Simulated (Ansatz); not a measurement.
Base system: MoSi2 (space group I4/mmm, No. 139).

```
CELL_PARAMETERS angstrom
     -1.60846     1.60846     3.93652
      1.60846    -1.60846     3.93652
      1.60846     1.60846    -3.93652
ATOMIC_POSITIONS crystal
  Mo 0.00000 0.00000 0.00000
  Si 0.33511 0.33511 0.00000
  Si 0.66489 0.66489 0.00000
```

Cartesian axes are those of the cell as printed.

Calculations: Ansatz (an electronic-structure program), PBE, PAW, cutoff 420 eV, no spin-orbit coupling.

Before the change:

```
Property                        Result
-----------------------------  -------
Band gap                          zero
Shortest interatomic distance  2.596 Å
```

Modification: uniaxial stress, 8 GPa tension along z, with the cell and atoms free to relax against it.

Problem. Predict the new energy relative to the base, band gap and shortest interatomic distance.

Solution. The energy increases by 6.5 meV/atom; the band gap is still zero; the shortest interatomic distance goes up by 0.027 Å (2.596 Å → 2.623 Å).

Without a gap, meshes like the base's 20×20×20 leave anisotropic stresses uncertain by several tenths of a GPa, and small strain energies with them. Load acts through the strain it causes; cell and atoms are relaxed under it. Beyond what the load breaks, stability against distortions was not tested. The final runs are not spin-polarised.
